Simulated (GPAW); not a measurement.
A self-consistent single point of TlBr (Fm-3m, 2 atoms in the cell) with GPAW.

Level of theory: LDA (Perdew-Wang 92), GPAW PAW datasets LDA (gpaw-data 1.0.1) (plane waves; GPAW).

```xyz
2
Lattice="0.0000 3.3420 3.3420 3.3420 0.0000 3.3420 3.3420 3.3420 0.0000" Properties=species:S:1:pos:R:3 pbc="T T T"
Tl     0.0000     0.0000     0.0000
Br     3.3420     3.3420     3.3420
```

Reference input (self-consistent single point, DFT LDA (Perdew-Wang 92), plane waves, GPAW PAW datasets LDA (gpaw-data 1.0.1)): mode = pw; ecut = 550 eV; xc = LDA; kpts = 6 6 6; mesh shift (steps) = 0 0 0; occupations.name = fixed-uniform; nbands = -6; convergence.density = 1e-05 e/electron; convergence.bands = -4; symmetry.symmorphic = false; symmetry.tolerance = 0.0005; maxiter = 150. This run's input differs from it in these lines:

```diff
@@ -14,3 +14,3 @@
             xc='LDA',
-            kpts={'size': (6, 6, 6), 'gamma': True},
+            kpts={'size': (4, 4, 4), 'gamma': True},
             occupations={'name': 'fixed-uniform'},
```

Output (repeated stretches shortened):

```
     iter     time        total  log10-change:
                         energy   eigst   dens
iter:   1 --:--:--    -6.903075   -0.29
iter:   2 --:--:--    -6.862953   -1.47  -1.37
iter:   3 --:--:--    -6.726942   -2.10  -1.41
iter:   4 --:--:--    -6.717800   -2.10  -1.69
iter:   5 --:--:--    -6.713848   -3.30  -1.84
iter:   6 --:--:--    -6.713698c  -4.33  -2.66
iter:   7 --:--:--    -6.713704c  -5.00  -2.78
iter:   8 --:--:--    -6.713739c  -5.53  -2.87
iter:   9 --:--:--    -6.713739c  -6.70  -4.01
iter:  10 --:--:--    -6.713738c  -6.81  -4.12
iter:  11 --:--:--    -6.713737c  -6.90  -4.06
iter:  12 --:--:--    -6.713737c  -8.18c -4.66
iter:  13 --:--:--    -6.713737c  -9.35c -4.67
iter:  14 --:--:--    -6.713737c  -8.60c -4.71
iter:  15 --:--:--    -6.713737c  -9.20c -4.98
iter:  16 --:--:--    -6.713737c  -9.93c -5.02c
Converged after 16 iterations.

Dipole moment: (-0.000000, -0.000000, -0.000000) |e|*Ang

Energy contributions relative to reference atoms: (reference = -620560.381906)

Kinetic:         +7.598626
Potential:       -8.952555
External:        +0.000000
XC:              -5.393900
Entropy (-ST):   +0.000000
Local:           +0.034092
SIC:             +0.000000
--------------------------
Free energy:     -6.713737
Extrapolated:    -6.713737

Showing only first 2 kpts
 Kpt  Band  Eigenvalues  Occupancy
  0     8      0.03230    2.00000
  0     9      0.03230    2.00000
  0    10      7.61445    0.00000
  0    11      7.61445    0.00000

  1     8     -0.23563    2.00000
  1     9      0.62247    2.00000
  1    10      5.06030    0.00000
  1    11      7.17361    0.00000

Fermi level: 2.58633

Gap: 1.913 eV
Transition (v -> c):
  (s=0, k=7, n=9, [0.50, 0.50, 0.50]) -> (s=0, k=7, n=10, [0.50, 0.50, 0.50])
No difference between direct/indirect transitions
Energy (eV): -6.713737

Forces in eV/Ang:
  0 Tl   -0.00000    0.00000    0.00000
  1 Br    0.00000   -0.00000    0.00000

Stress tensor:
     0.014973     0.000000     0.000000
     0.000000     0.014973    -0.000000
     0.000000    -0.000000     0.014973
Stress (GPa, Voigt): [ 2.399  2.399  2.399 -0.     0.     0.   ]
```

The run converged in 16 iterations. GPAW prints stress with tension positive. Against the reference run the free energy rises by 1.8 meV/atom, the pressure hardly changes (-2.45 to -2.40 GPa) and the gap on the mesh hardly changes (1.915 to 1.913 eV).

The starting cell comes from a database of computed structures (which also holds hypothetical and non-ambient phases and stackings), without a prior relaxation at this level. Spin-orbit coupling is off.
